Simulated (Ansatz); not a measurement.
Effect of uniaxial strain ε_zz = −0.50 % on Re

The parent structure is Re in the hcp (Mg type) structure (space group P6_3/mmc, No. 194; a = 2.752 Å, c = 4.440 Å; relaxed with 0.1 eV smearing). Axes: x lies along a and z along c of the hexagonal cell.

Now apply this change: uniaxial strain ε_zz = −0.50 %, all other strain components held at zero, atoms relaxed at fixed cell.

Level of theory: PBEsol (Ansatz, a program for electronic structure), scalar-relativistic without spin-orbit coupling. k-mesh 24×24×13 (Γ-centred); smearing 0.1 eV (Fermi–Dirac).

- Space group: P6_3/mmc (No. 194) (base P6_3/mmc (No. 194))
- Shortest interatomic distance: 2.721 Å (base 2.730 Å)
- Energy relative to the base (free energy F): +0.8 meV/atom
- Pressure (mean of the normal stresses, compression positive): 2.0 GPa (base 0.0 GPa)
- Band gap: zero (base zero)
- Stress (xx, yy, zz, yz, xz, xy; compression positive): (1.2, 1.2, 3.6, 0.0, 0.0, 0.0) GPa

Whether these cells are dynamically stable was not tested. The final runs are not spin-polarised.
